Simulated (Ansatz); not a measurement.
**How far to go with the k-point mesh: KCaF₃ (P4mm, 5 atoms in the cell)**

```
KCaF3
1.0
    4.46828     0.00000     0.00000
    0.00000     4.46828     0.00000
    0.00000     0.00000     4.46828
K Ca F
1 1 3
Direct
  0.50000   0.50000   0.51119
  0.00000   0.00000   0.00000
  0.00000   0.50000   0.00000
  0.50000   0.00000   0.00000
  0.00000   0.00000   0.50000
```

Level of theory: PBEsol, default PAW files made with PBE (plane waves; Ansatz, a first-principles code).

Base settings: basis.ecutwfc = 420 eV; kpoints.mp_grid.grid = 6 6 6; hamiltonian.xc = pbesol; hamiltonian.pseudopotentials = {kind: paw} (the program's default PAW files); scf.occupations.method = fixed.

The second cell is the first with its lattice scaled by 0.98.

Only quantities that move along the ladder and can be compared are tabulated.

The count of work is k-points × plane waves × bands × iterations; it is no time. Core times come from one kind of shared machine, to one figure; runs under 30 s give none.

The starting cell comes from a database of computed structures (which also holds hypothetical and non-ambient phases and stackings), without a prior relaxation at this level. Its lattice was rescaled by up to half a per cent. One atom was moved a little off its site on purpose. Ansatz's pressure includes its estimate of the finite-basis (Pulay) stress.

```tsv
kpoints.mp_grid.grid	free energy less the last step's (meV/atom)	energy of the compressed cell less the first (meV/atom)	pressure (GPa)	gap on the mesh (eV)	count of work / last	core time / last (rough)
2 2 2	13.20	-1.69	-1.67	6.062	0.015	–
3 3 3	0.57	-3.13	-1.95	6.176	0.015	–
4 4 4	0.05	-3.53	-1.97	6.076	0.044	–
5 5 5	0.06	-3.64	-1.97	6.115	0.044	–
6 6 6	-0.03	-3.49	-1.97	6.076	0.12	–
7 7 7	-0.03	-3.52	-1.97	6.097	0.099	–
8 8 8	-0.02	-3.53	-1.97	6.076	0.19	–
9 9 9	0.00	-3.53	-1.97	6.089	0.19	–
10 10 10	0.00	-3.56	-1.97	6.076	0.31	–
11 11 11	0.01	-3.56	-1.97	6.085	0.31	–
12 12 12	-0.02	-3.54	-1.97	6.076	0.48	0.4
13 13 13	0.01	-3.54	-1.97	6.083	0.48	0.5
14 14 14	-0.01	-3.55	-1.97	6.076	0.71	0.5
16 16 16	0.00	-3.55	-1.97	6.076	1.0	1
```

Coarsest kpoints.mp_grid.grid that holds the free energy within 5 meV/atom of the last step, with all finer ones: 3 3 3, at 0.015 of the last step's count of work; the step before is off by 13 meV/atom.

Coarsest kpoints.mp_grid.grid that holds the pressure within 0.2 GPa of the last step, with all finer ones: 3 3 3, at 0.015 of the last step's count of work; the step before is off by 0.30 GPa.

The gap on the mesh jumps up and down from mesh to mesh; it is no smooth measure of convergence.

Keys are those of Ansatz 0.2.
